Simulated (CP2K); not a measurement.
Worked example: zone-centre phonon calculation of Si (Fd-3m, 2 atoms in the cell) in CP2K.

Method: LDA (Pade form), GPW, DZVP-MOLOPT-SR-GTH basis, GTH-PADE potentials (GTH_POTENTIALS) in CP2K 2026.2.

```xyz
2
Lattice="3.8493 0.0000 0.0000 1.9246 3.3336 0.0000 1.9246 1.1112 3.1429" Properties=species:S:1:pos:R:3 pbc="T T T"
Si     1.9246     1.1112     0.7857
Si     0.0000     0.0000     0.0000
```

Reference input (self-consistent single point, DFT PBE, GPW, DZVP-MOLOPT-SR-GTH basis, GTH-PBE potentials (GTH_POTENTIALS)): CUTOFF = 400 Ry; REL_CUTOFF = 50 Ry; SMEAR/METHOD = FERMI_DIRAC; ELECTRONIC_TEMPERATURE = 580.23 K; KPOINTS/SCHEME = MONKHORST-PACK 8 8 8; GAMMA_CENTERED = T; XC_FUNCTIONAL = PBE; Si/BASIS_SET = DZVP-MOLOPT-SR-GTH-q4; Si/POTENTIAL = GTH-PBE-q4; METHOD = GPW; EPS_DEFAULT = 1e-10; NGRIDS = 4. This run's input differs from it in these lines:

```diff
@@ -2,3 +2,3 @@
   PROJECT scf
-  RUN_TYPE ENERGY_FORCE
+  RUN_TYPE VIBRATIONAL_ANALYSIS
   PRINT_LEVEL LOW
@@ -7,3 +7,2 @@
   METHOD Quickstep
-  STRESS_TENSOR ANALYTICAL
   &DFT
@@ -14,2 +13,3 @@
       EPS_DEFAULT 1E-10
+      EXTRAPOLATION USE_GUESS
     &END QS
@@ -22,3 +22,3 @@
       SCF_GUESS ATOMIC
-      EPS_SCF 1E-6
+      EPS_SCF 1E-8
       MAX_SCF 100
@@ -44,3 +44,3 @@
     &XC
-      &XC_FUNCTIONAL PBE
+      &XC_FUNCTIONAL PADE
       &END XC_FUNCTIONAL
@@ -48,12 +48,2 @@
     &PRINT
-      &MO
-        EIGENVALUES T
-        OCCUPATION_NUMBERS T
-        NDIGITS 8
-        FILENAME mo
-        &EACH
-          QS_SCF 0
-        &END EACH
-        ADD_LAST NUMERIC
-      &END MO
       &MULLIKEN OFF
@@ -74,3 +64,3 @@
       BASIS_SET DZVP-MOLOPT-SR-GTH-q4
-      POTENTIAL GTH-PBE-q4
+      POTENTIAL GTH-PADE-q4
     &END KIND
@@ -80,6 +70,13 @@
     &END FORCES
-    &STRESS_TENSOR ON
-    &END STRESS_TENSOR
   &END PRINT
 &END FORCE_EVAL
+&VIBRATIONAL_ANALYSIS
+  DX 0.01
+  FULLY_PERIODIC T
+  NPROC_REP 1
+  &PRINT
+    &PROGRAM_RUN_INFO ON
+    &END PROGRAM_RUN_INFO
+  &END PRINT
+&END VIBRATIONAL_ANALYSIS
```

The program printed (abridged):

```
 GLOBAL| Method name                                                        CP2K
 GLOBAL| Project name                                                        scf
 GLOBAL| Run type                                           VIBRATIONAL_ANALYSIS

 TOTAL NUMBERS AND MAXIMUM NUMBERS

  Total number of            - Atomic kinds:                                   1
   [... lines left out ...]
     4 Si  -2.647888E+00  9.951244E-07  7.037457E-07  2.647887E+00 -1.009108E-06
     5 Si   9.952120E-07 -2.647888E+00  8.441849E-09 -1.009170E-06  2.647888E+00
     6 Si   7.038305E-07  3.274674E-05 -2.647912E+00 -7.136965E-07 -3.275057E-05

                   6
     1 Si   7.037468E-07
     2 Si   8.442956E-09
     3 Si  -2.647912E+00
     4 Si  -7.136360E-07
     5 Si  -1.415831E-08
     6 Si   2.647912E+00

 VIB| Cartesian Low frequencies ---
 VIB| -1.6733952E-05 -4.0118622E-07  1.5992166E-05  5.2957697E+00  5.2957757E+00
 VIB|  5.2958287E+00

 VIB| Eigenvectors before removal of rotations and translations

                   1             2             3             4             5
     1 Si  -1.343552E-04  7.071063E-01 -7.793241E-04 -3.009445E-01 -6.397915E-01
     2 Si  -4.999822E-01  4.560853E-04  5.000176E-01 -6.099166E-01  2.901511E-01
     3 Si   5.000178E-01  6.460527E-04  4.999818E-01 -1.934790E-01  8.049315E-02
     4 Si  -1.343551E-04  7.071063E-01 -7.793245E-04  3.009445E-01  6.397915E-01
     5 Si  -4.999853E-01  4.560810E-04  5.000145E-01  6.099154E-01 -2.901506E-01
     6 Si   5.000147E-01  6.460554E-04  4.999849E-01  1.934828E-01 -8.049495E-02

                   6
     1 Si   9.961778E-03
     2 Si   2.093180E-01
     3 Si  -6.753419E-01
     4 Si  -9.961778E-03
     5 Si  -2.093222E-01
     6 Si   6.753406E-01

 VIB| Frequencies after removal of the rotations and translations

 VIB| Internal  Low frequencies ---
 VIB|  5.2957697E+00  5.2957757E+00  5.2958287E+00

 VIB|                        NORMAL MODES - CARTESIAN DISPLACEMENTS
 VIB|
 VIB|                         1                    2                    3
 VIB|Frequency (cm^-1)  5.0506685929E+02    5.0506714845E+02    5.0506967185E+02
 VIB|Red.Masses (a.u.)  2.8085500000E+01    2.8085500000E+01    2.8085500000E+01
 VIB|Frc consts (a.u.)  2.7112611430E-01    2.7112642475E-01    2.7112913395E-01
  ATOM  EL               X     Y     Z       X     Y     Z       X     Y     Z
     1  Si              0.30  0.61  0.19    0.64 -0.29 -0.08   -0.01 -0.21  0.68
     2  Si             -0.30 -0.61 -0.19   -0.64  0.29  0.08    0.01  0.21 -0.68
```

The run converged in 14 iterations. 

Summary of the result:
```
Property                                                          Value
--------------------------------------------------------  -------------
Zone-centre frequencies (cm⁻¹; negative means imaginary)  505, 505, 505
```

The starting cell comes from a database of computed structures (which also holds hypothetical and non-ambient phases and stackings), without a prior relaxation at this level. Values carry the incompleteness of an atom-centred basis.

Cost on one core of a shared machine: roughly 3 min.
